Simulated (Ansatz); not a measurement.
Take GaAs in the zinc blende structure (space group F-43m, No. 216) as the base.

```yaml
crystal:
  lattice:
    - [0.00000, 2.80140, 2.80140]
    - [2.80140, 0.00000, 2.80140]
    - [2.80140, 2.80140, 0.00000]
  atoms:
    - { symbol: Ga, position: [0.00000, 0.00000, 0.00000] }
    - { symbol: As, position: [0.25000, 0.25000, 0.25000] }
```

Computed with LDA (Ansatz, a quantum-chemistry and plane-wave program; PAW; 420 eV plane waves; no SOC).

Strains are applied to the cell and any free atomic positions relax.

One change was made to it. Results:

```json
[
 {"quantity": "valley order (the lowest conduction-band minima on the path, energy above the VBM, named in the base's zone)", "base": "Γ 0.49 eV; L along ⟨111⟩ 0.92 eV; a point along ⟨100⟩, about 1.0 Å⁻¹ from Γ 1.26 eV", "after": "Γ 0.60 eV; L along ⟨111⟩ 0.97 eV; a point along ⟨100⟩, about 1.0 Å⁻¹ from Γ 1.24 eV"},
 {"quantity": "width of the top valence band", "base": "3.49 eV", "after": "3.57 eV"}
]
```

Question: Which change produced these results?
A) isotropic strain −3.00 %
B) isotropic strain −2.50 %
C) isotropic strain +1.00 %
D) isotropic strain −0.50 %
E) isotropic strain −2.00 %

Answer: D, isotropic strain −0.50 %. For comparison, the valley order in the other runs: isotropic strain −2.00 % gives Γ 0.96 eV; L along ⟨111⟩ 1.10 eV; a point along ⟨100⟩, about 1.0 Å⁻¹ from Γ 1.16 eV; isotropic strain −2.50 % gives Γ 1.08 eV; a point along ⟨100⟩, about 1.0 Å⁻¹ from Γ 1.13 eV; L along ⟨111⟩ 1.15 eV; isotropic strain +1.00 % gives Γ 0.26 eV; L along ⟨111⟩ 0.84 eV; a point along ⟨100⟩, about 1.0 Å⁻¹ from Γ 1.31 eV; isotropic strain −3.00 % gives a point along ⟨100⟩, about 1.0 Å⁻¹ from Γ 1.10 eV; L along ⟨111⟩ 1.20 eV; Γ 1.20 eV.

The levels and masses belong to the bands next to the band gap. Whether these cells are dynamically stable was not tested.
